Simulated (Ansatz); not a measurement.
The parent structure is RuSi (space group P2_13, No. 198; a = 4.7361 Å).

Calculations: PBE (Ansatz, an electronic-structure program), no spin-orbit coupling, earlier PAW set.

Base values:

```
Quantity               Result
-------------------  --------
Lattice parameter a  473.6 pm
```

Perturbation: hydrostatic tension (pressure −1 GPa).

**Question.** What happens to the lattice parameter a?

**Answer.** The lattice parameter a grows by 0.8 pm (473.6 pm → 474.4 pm).

Load acts through the strain it causes; cell and atoms are relaxed under it. Whether these cells are dynamically stable was not tested.
